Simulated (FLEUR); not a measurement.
Band structure of Mg₂Sn (Fm-3m, 3 atoms in the cell).

```yaml
crystal:
  lattice:
    - [0.00000, 3.38068, 3.38068]
    - [3.38068, 0.00000, 3.38068]
    - [3.38068, 3.38068, 0.00000]
  atoms:
    - { symbol: Mg, position: [0.25000, 0.25000, 0.25000] }
    - { symbol: Mg, position: [0.75000, 0.75000, 0.75000] }
    - { symbol: Sn, position: [0.00000, 0.00000, 0.00000] }
```

Method: PBE, all-electron FLAPW (FLEUR), scalar-relativistic valence.

Settings: Kmax = 4 1/bohr; GmaxXC = 12 1/bohr; xcFunctional = pbe; jspins = 1; l_soc = F; mode = hist; fermiSmearingEnergy = 0.00073499 Htr; mesh (inpgen div1-3) = 9 9 9; inpgen gamma flag = false; Gmax = 12 1/bohr; numbands = 0; maxIterBroyd = 15; imix = Anderson; alpha = 0.05.

The starting cell has typed, rounded lattice constants, without a prior relaxation at this level. Its lattice was rescaled by a random factor within 2.5 % of one. Values depend on the basis (sphere radii, cutoffs, local orbitals), which need not be converged.

Levels in eV from the Fermi level, bands 14 to 21:
```json
[
 {"point": "Γ", "14": "-9.03", "15": "0.08", "16": "0.08", "17": "0.08", "18": "1.51", "19": "2.23", "20": "2.23", "21": "2.23"},
 {"point": "X", "14": "-7.25", "15": "-4.52", "16": "-2.02", "17": "-2.02", "18": "-0.08", "19": "0.24", "20": "7.30", "21": "7.30"},
 {"point": "W", "14": "-7.22", "15": "-3.71", "16": "-3.71", "17": "-2.62", "18": "2.73", "19": "3.05", "20": "3.05", "21": "3.35"},
 {"point": "K", "14": "-7.28", "15": "-4.11", "16": "-3.46", "17": "-1.70", "18": "0.46", "19": "2.68", "20": "5.37", "21": "5.59"},
 {"point": "L", "14": "-7.76", "15": "-4.73", "16": "-0.75", "17": "-0.75", "18": "0.75", "19": "2.30", "20": "2.30", "21": "4.03"},
 {"point": "U", "14": "-7.28", "15": "-4.11", "16": "-3.46", "17": "-1.70", "18": "0.46", "19": "2.68", "20": "5.37", "21": "5.59"}
]
```
